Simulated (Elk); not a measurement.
Band structure of Mo2N (R-3m, 3 atoms in the cell).

```
Mo2N
1.0
    1.41485     0.81686     4.91206
   -1.41485     0.81686     4.91206
    0.00000    -1.63372     4.91206
Mo N
2 1
Cartesian
  0.00000   0.00000   3.57927
  0.00000   0.00000  11.15691
  0.00000   0.00000   0.00000
```

Level of theory: PBEsol, all-electron FP-LAPW, Elk's shipped species files, LAPW+lo basis (Elk 10.2.4).

Settings: xctype = 22; rgkmax = 7.5; stype = 3; swidth = 0.00367493 Ha; ngridk = 11 11 11; gmaxvr = 16 1/bohr; nxoapwlo = 1; rmtscf = 0.85.

The starting cell comes from a database of computed structures (which also holds hypothetical and non-ambient phases and stackings), without a prior relaxation at this level. Its lattice was rescaled by a random factor within 2.5 % of one. Spin polarisation is off. Values depend on the basis (sphere radii, cutoffs, local orbitals), which need not be converged.

Levels in eV from the Fermi level, bands 14 to 21:
```json
[
 {"point": "B", "14": "-2.84", "15": "-2.25", "16": "-0.48", "17": "0.46", "18": "2.29", "19": "2.30", "20": "2.92", "21": "3.46"},
 {"point": "Z", "14": "-2.04", "15": "-1.59", "16": "-1.59", "17": "-0.41", "18": "-0.41", "19": "0.31", "20": "1.21", "21": "1.21"},
 {"point": "Γ", "14": "-1.90", "15": "-1.59", "16": "-1.59", "17": "-0.47", "18": "0.51", "19": "0.51", "20": "1.03", "21": "1.03"},
 {"point": "X", "14": "-2.66", "15": "-2.36", "16": "-0.55", "17": "0.48", "18": "2.25", "19": "2.29", "20": "3.02", "21": "3.49"}
]
```

Bands cross the Fermi level along this path, so the cell is metallic at this level.
